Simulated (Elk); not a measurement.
Input and output of a self-consistent single point for TePd (F-43m, 2 atoms in the cell) (Elk).

Level of theory: PBE, all-electron FP-LAPW, Elk's shipped species files, APW+lo basis with extra local orbitals in Elk.

```xyz
2
Lattice="0.0000 3.0898 3.0898 3.0898 0.0000 3.0898 3.0898 3.0898 0.0000" Properties=species:S:1:pos:R:3 pbc="T T T"
Te     1.5449     1.5449     1.5449
Pd     0.0000     0.0000     0.0000
```

Reference input (self-consistent single point, DFT, PBE, all-electron FP-LAPW, Elk's shipped species files, APW+lo basis with extra local orbitals): xctype = 20; rgkmax = 8; swidth = 0.00367493 Ha; ngridk = 5 5 5; gmaxvr = 14 1/bohr; nxlo = 2; lorbcnd = true; rmtscf = 0.91; lmaxi = 2; maxscl = 100. This run's input differs from it in these lines:

```diff
@@ -25,3 +25,3 @@
 swidth
-  0.00367493
+  0.0055124
```

Output (repeated stretches shortened):

```
│ Self-consistent loop started │
│ Loop number : 1 │
 total energy                :     -11826.2442364
│ Loop number : 2 │
 total energy                :     -11827.3713200
RMS change in Kohn-Sham potential (target) :   0.3883059230     (  0.1000000000E-05)
Absolute change in total energy (target)   :    1.127083646     (  0.1000000000E-03)
│ Loop number : 3 │
 total energy                :     -11834.0764342
RMS change in Kohn-Sham potential (target) :   0.2644499907     (  0.1000000000E-05)
Absolute change in total energy (target)   :    6.986885115     (  0.1000000000E-03)
│ Loop number : 4 │
   [... lines left out ...]
Absolute change in total energy (target)   :   0.3330939780E-03 (  0.1000000000E-03)
│ Loop number : 15 │
 total energy                :     -11844.1841801
RMS change in Kohn-Sham potential (target) :   0.2553472036E-06 (  0.1000000000E-05)
Absolute change in total energy (target)   :   0.1509292451E-03 (  0.1000000000E-03)
│ Loop number : 16 │
 total energy                :     -11844.1841912
RMS change in Kohn-Sham potential (target) :   0.1144174099E-06 (  0.1000000000E-05)
Absolute change in total energy (target)   :   0.2669378955E-04 (  0.1000000000E-03)
Convergence targets achieved

│ Loop number : 17 │

Energies :
 Fermi                       :     0.167517301193
 total energy                :     -11844.1841892

Density of states at Fermi energy :    59.40904058
 (states/Hartree/unit cell)

Estimated indirect band gap :   0.3442353584E-02
 from k-point      5 to k-point      7
Estimated direct band gap   :   0.3182434987E-01
 at k-point      8

Charges :
 core                        :    64.00000000
 valence                     :    34.00000000
 interstitial                :    4.374672590
 muffin-tins (core leakage)
  species :    1 (Te)
   atom    1                 :    49.16782092     (  0.1468115227E-02)
  species :    2 (Pd)
   atom    1                 :    44.45750649     (  0.3778708546E-07)
 total in muffin-tins        :    93.62532741
 total calculated charge     :    98.00776701
 total charge                :    98.00000000
 error                       :   0.7767006665E-02

│ Self-consistent loop stopped │
```

The run converged in 17 iterations. The count includes the last loop, which Elk runs after its targets are met. Against the reference run the free energy falls by 22.5 meV/atom.

The starting cell was generated: these elements placed on a structure prototype, without a prior relaxation; it need not be a known phase or ordering of this composition. Its lattice was rescaled by a random factor within 2.5 % of one. Spin-orbit coupling is off. Spin polarisation is off. Values depend on the basis (sphere radii, cutoffs, local orbitals), which need not be converged. The log's line on a gap gives a spacing of levels on this mesh, which the program prints for metals too.

Cost on one core of a shared machine: roughly 30 s.
